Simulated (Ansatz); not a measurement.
System: B20 (FeSi-type) CoSi. Method: revPBE (plane waves, PAW; Ansatz, an electronic-structure program).

Run with plane-wave cutoff 520 eV, 12×12×12 k mesh, Fermi–Dirac smearing 0.05 eV, no spin polarisation, scalar-relativistic PAW data made under PBE.

Cell (relaxed at this level):

```xyz
8
Lattice="4.4507 0.0000 0.0000 0.0000 4.4507 0.0000 0.0000 0.0000 4.4507" Properties=species:S:1:pos:R:3 pbc="T T T"
Co     3.8060     2.8700     1.5806
Co     1.5806     3.8060     2.8700
Co     0.6447     0.6447     0.6447
Co     2.8700     1.5806     3.8060
Si     0.6978     1.5275     2.9232
Si     2.9232     0.6978     1.5275
Si     3.7528     3.7528     3.7528
Si     1.5275     2.9232     0.6978
```

Question: What does this level give for the bulk modulus B0 and pressure derivative B′ of the bulk modulus?

Answer: 
- bulk modulus B0 = 210 GPa
- pressure derivative B′ of the bulk modulus = 5.0

The run finds no gap.

Measured, for comparison: bulk modulus 207 GPa (temperature not stated, not corrected to a static lattice; as tabulated in Electronic Structure of B20 (FeSi-Type) Transition-Metal Monosilicides …). Computed (rounded) less measured: bulk modulus +1 %. A static lattice is as a rule a little smaller and stiffer than an uncorrected measurement, which narrows the difference in the bulk modulus and would widen misses of the other sign.

Note: the bulk modulus comes from volumes at which shape and atoms were relaxed.

Computed values are for the static lattice.

Cost on a shared machine: around 21 core-minutes (rough).
